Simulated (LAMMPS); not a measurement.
MD of Pt (fcc) at zero pressure, 4000 atoms, as a crystal; each row is its own run.

Method: classical MD, pair style eam, the elements' _u3.eam files (universal-3 set of Foiles, Baskes and Daw) (LAMMPS).

| T (K) | volume (Å³/atom) |
|---|---|
| 200 | 15.129 |
| 300 | 15.164 |
| 1220 | 15.555 |
| 1530 | 15.727 |
| 1840 | 15.967 |

Problem. Fit a straight line, y = a + b x, to these rows (x is the first column, y the second) and predict the run at x = 920.

Solution. Least squares gives a = 15.011 and b = 0.0004881. At x = 920 the fit predicts 15.461 Å³/atom. The run itself gave 15.4121 ± 0.0003 Å³/atom, so the fit is 0.32 % high.

Caution (row 1840): this crystal lies over the melting point of about 1540 K that EAM-type universal-3 set of Foiles, Baskes and Daw gives, so it is superheated.
